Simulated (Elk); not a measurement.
Input and output of a self-consistent single point for V3Si (Pm-3n, 8 atoms in the cell) (Elk).

Computed with Elk 10.2.4 with PBE, all-electron FP-LAPW, Elk's shipped species files, default APW+lo basis.

The change in words: lattice scaled by 0.98. Reference geometry:
```yaml
crystal:
  lattice:
    - [4.61341, 0.00000, 0.00000]
    - [0.00000, 4.61341, 0.00000]
    - [0.00000, 0.00000, 4.61341]
  atoms:
    - { symbol: V, position: [0.25000, 0.00000, 0.50000], spin: 2.0 }
    - { symbol: V, position: [0.75000, 0.00000, 0.50000], spin: 2.0 }
    - { symbol: V, position: [0.50000, 0.75000, 0.00000], spin: 2.0 }
    - { symbol: V, position: [0.50000, 0.25000, 0.00000], spin: 2.0 }
    - { symbol: V, position: [0.00000, 0.50000, 0.75000], spin: 2.0 }
    - { symbol: V, position: [0.00000, 0.50000, 0.25000], spin: 2.0 }
    - { symbol: Si, position: [0.00000, 0.00000, 0.00000] }
    - { symbol: Si, position: [0.50000, 0.50000, 0.50000] }
```
(The spins are starting values, not results.)

Reference input (self-consistent single point, DFT, PBE, all-electron FP-LAPW, Elk's shipped species files, default APW+lo basis): xctype = 20; spinpol = true; swidth = 0.00367493 Ha; ngridk = 5 5 5; reducebf = 0.5; rmtscf = 0.85; nempty = 12 per atom; maxscl = 100. This run's input differs from it in these lines:

```diff
@@ -25,5 +25,5 @@
 avec
-    8.7180719520    0.0000000000    0.0000000000
-    0.0000000000    8.7180719520    0.0000000000
-    0.0000000000    0.0000000000    8.7180719520
+    8.5437107019    0.0000000000    0.0000000000
+    0.0000000000    8.5437107019    0.0000000000
+    0.0000000000    0.0000000000    8.5437107019
```

Log, with long lists cut:

```
│ Self-consistent loop started │
│ Loop number : 1 │
 total energy                :     -6270.45518616
 total moment                :    4.362861833
│ Loop number : 2 │
 total energy                :     -6271.01787745
 total moment                :    4.358476038
RMS change in Kohn-Sham potential (target) :    2.382918949     (  0.1000000000E-05)
Absolute change in total energy (target)   :   0.5626912942     (  0.1000000000E-03)
│ Loop number : 3 │
 total energy                :     -6267.37003099
 total moment                :   0.6404245841
RMS change in Kohn-Sham potential (target) :    1.558154429     (  0.1000000000E-05)
   [... lines left out ...]
│ Loop number : 19 │
 total energy                :     -6276.44443068
 total moment                :  -0.7949922473E-03
RMS change in Kohn-Sham potential (target) :   0.1478374973E-05 (  0.1000000000E-05)
Absolute change in total energy (target)   :   0.3882577530E-03 (  0.1000000000E-03)
│ Loop number : 20 │
 total energy                :     -6276.44450208
 total moment                :  -0.1877900045E-03
RMS change in Kohn-Sham potential (target) :   0.4823865967E-06 (  0.1000000000E-05)
Absolute change in total energy (target)   :   0.2565878913E-04 (  0.1000000000E-03)
Convergence targets achieved

│ Loop number : 21 │

Energies :
 Fermi                       :     0.458547254472
 xc effective B-field        :    -0.324280229414E-10
 external B-field            :      0.00000000000
 total energy                :     -6276.44453583
 (external B-field energy excluded from total)

Density of states at Fermi energy :    294.9991744
 (states/Hartree/unit cell)

Estimated indirect band gap :   0.1028272200E-02
 from k-point      7 to k-point     10
Estimated direct band gap   :   0.3611079177E-02
 at k-point     10

Charges :
 core                        :    80.00000000
 valence                     :    86.00000000
 interstitial                :    17.07746152
 muffin-tins (core leakage)
  species :    1 (V)
   atom    1                 :    20.97008339     (  0.8146734842E-08)
   [... lines left out ...]
   atom    4                 :  -0.1266929380E-04
   atom    5                 :  -0.1266929380E-04
   atom    6                 :  -0.1266929380E-04
  species :    2 (Si)
   atom    1                 :   0.8163751637E-06
   atom    2                 :   0.8163751637E-06
 total in muffin-tins        :  -0.7438301245E-04
 total moment                :  -0.9765079974E-04

│ Self-consistent loop stopped │
```

The run converged in 21 iterations. The count includes the last loop, which Elk runs after its targets are met. Against the reference run the free energy goes up by 103 meV/atom.

The starting cell comes from a database of computed structures (which also holds hypothetical and non-ambient phases and stackings), without a prior relaxation at this level. Its lattice was rescaled by a random factor within 2.5 % of one. For this run, on top of that: lattice scaled by 0.98. The starting moments vanished: the run ended non-magnetic, which need not be the lowest state. Values depend on the basis (sphere radii, cutoffs, local orbitals), which need not be converged. The log's line on a gap gives a spacing of levels on this mesh, which the program prints for metals too.

Cost on one core of a shared machine: roughly 3 min.
